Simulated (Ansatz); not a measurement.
The starting structures come from a database of crystals and need not be the phases stable at ambient conditions.

Tunnelling through a barrier is set by its complex band structure: the current falls as exp(−2κd) with the smallest κ.

Given:

```
CdKF3
1.0
    6.08209     0.00000     0.00000
    0.00000     8.64137     0.00000
    0.00000     0.00000     6.18109
K Cd F
4 4 12
Direct
  0.01000   0.25000   0.04354
  0.99000   0.75000   0.95646
  0.51000   0.75000   0.45646
  0.49000   0.25000   0.54354
  0.50000   0.00000   0.00000
  0.00000   0.00000   0.50000
  0.00000   0.50000   0.50000
  0.50000   0.50000   0.00000
  0.29463   0.45719   0.29293
  0.70537   0.54281   0.70707
  0.79463   0.54281   0.20707
  0.20537   0.45719   0.79293
  0.20537   0.04281   0.79293
  0.79463   0.95719   0.20707
  0.70537   0.95719   0.70707
  0.29463   0.04281   0.29293
  0.91844   0.25000   0.47319
  0.08156   0.75000   0.52681
  0.41844   0.75000   0.02681
  0.58156   0.25000   0.97319
```

Space group of this cell: Pnma. The cell is taken as given.

Transport runs along the normal of the first two printed cell vectors.

The gap is the functional's own, uncorrected, and κ follows it; spin-orbit coupling is left out. Mid-gap values are interpolated between the computed energies.

Q: Give the band gap and the smallest decay constant κ at mid-gap that r2SCAN run with Ansatz (a program for electronic structure) yields.

A: Gap 4.11 eV on a 6×4×6 mesh; κ = 0.441 1/Å, at the zone centre.
